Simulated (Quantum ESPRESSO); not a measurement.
Quantum ESPRESSO is run on V3Mo (Fm-3m, 4 atoms in the cell), and the run fails. The aim is a self-consistent single point with DFT, LDA (PZ), plane waves, GBRV 1.5 ultrasoft (LDA) pseudopotentials.

Cell that was meant: a = 4.2767 Å, b = 4.2767 Å, c = 4.2767 Å, α = 60.00°, β = 60.00°, γ = 60.00°.

Part of the input:

```fortran
&CONTROL
   calculation = 'single-point',
   prefix = 'pwscf',
   outdir = './out',
   pseudo_dir = './',
```

Output, abridged:

```
     This program is part of the open-source Quantum ESPRESSO suite
     for quantum simulation of materials; please cite

 %%%%%%%%%%%%%%%%%%%%%%%%%%%%%%%%%%%%%%%%%%%%%%%%%%%%%%%%%%%%%%%%%%%%%%%%%%%%%%
     Error in routine  control_checkin (1):
      calculation "single-point" not allowed
 %%%%%%%%%%%%%%%%%%%%%%%%%%%%%%%%%%%%%%%%%%%%%%%%%%%%%%%%%%%%%%%%%%%%%%%%%%%%%%

     stopping ...
```

**Question.** From the messages shown, name the fault and mend the input.

**Answer.** The fault is a value that the program does not know. The key takes a closed list of words, and names differ between codes. To fix it, use one of the words that the key accepts. The program stopped before any SCF iteration.

An input that runs soundly differs in these lines (not the only fix; some lines may just follow from the change or write a value another way):
```diff
-   calculation = 'single-point',
+   calculation = 'scf',
```

With that input, the run converged in 25 iterations: free energy E − TS -7819.9361 eV; Fermi level (on the code's own zero) 17.67 eV; pressure -11.13 GPa (DFT, LDA (PZ), plane waves, GBRV 1.5 ultrasoft (LDA) pseudopotentials).

On the sound input: the starting cell comes from a database of computed structures (which also holds hypothetical and non-ambient phases and stackings), without a prior relaxation at this level. Spin polarisation is off. With a pressure of about -11 GPa the cell is away from its equilibrium volume at this level.
